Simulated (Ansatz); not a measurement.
# GaN (model structure, started from the MgO type, Pm-3n, No. 223, 12 atoms in the cell)

All values below come from r²SCAN+rVV10 (Ansatz, a quantum-chemistry and plane-wave program, PAW).

Run with plane-wave cutoff 560 eV, 6×6×6 k mesh, Fermi–Dirac smearing 0.01 eV, scalar-relativistic PAW data made under PBE.

Cell (relaxed at this level):

GaN has the cubic space group Pm-3n (No. 223), Pearson symbol cP12. Conventional cell: a = b = c = 5.499 Å, α = β = γ = 90.00°. Ga on 6c is surrounded by 4 N at 1.944 Å. N on 6d is coordinated by 4 Ga at 1.944 Å. (Neighbours: up to the widest gap in distance over summed covalent radii, below 1.35, at either atom; cation-cation and far metal-metal contacts left out.)

```yaml
band_gap: 1.78 eV (direct)
```

Note: the relaxation could raise the start's symmetry but not lower it, so the cell can be a saddle point.

Spin–orbit coupling is not included.

The computed numbers hold no vibrational or temperature effects.

It cost very roughly 70 core-seconds of CPU time.

A model structure was made by putting elements into a prototype or built by hand; it is no filed structure, need not be a known phase, and can be a saddle point held by its symmetry.
